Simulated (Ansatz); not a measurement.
**Ti5Ge3 (P6₃/mcm, No. 193)**

Computed with LDA (Ansatz, a quantum-chemistry and plane-wave program, PAW).

Numerical settings: plane-wave cutoff 500 eV, 6×6×8 k mesh (along the axes of the cell as run), Fermi–Dirac smearing 0.05 eV, no spin polarisation, scalar-relativistic PAW data made under PBE.

Cell: relaxed at this level.

```yaml
volume_per_atom: 15.22 Å³/atom
lattice_constant_a: 7.430 Å
lattice_parameter_c: 5.093 Å
band_gap: zero (no gap)
```

Note: the volume lies 5 % below that of the published cell.

Spin–orbit coupling is not included.

The computed numbers hold no vibrational or temperature effects.

The result took roughly 7 core-minutes.
